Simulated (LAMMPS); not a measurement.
Quenches at 1e+13 K/s across the composition of CdTe (zinc blende) with a share x of Te sites Se; each row starts from its own melt temperature.

Model: classical MD, pair style sw, file CdTeZnSeHgS0.sw, run in LAMMPS.

```tsv
x	density	state
0.25	5.63 g/cm³ (one sample)	glass
0.5	5.53 g/cm³ (one sample)	glass
0.75	5.47 g/cm³ (one sample)	glass
```

Caution: the real compound melts congruently only under the pressure of its own vapour and loses its more volatile element when open.
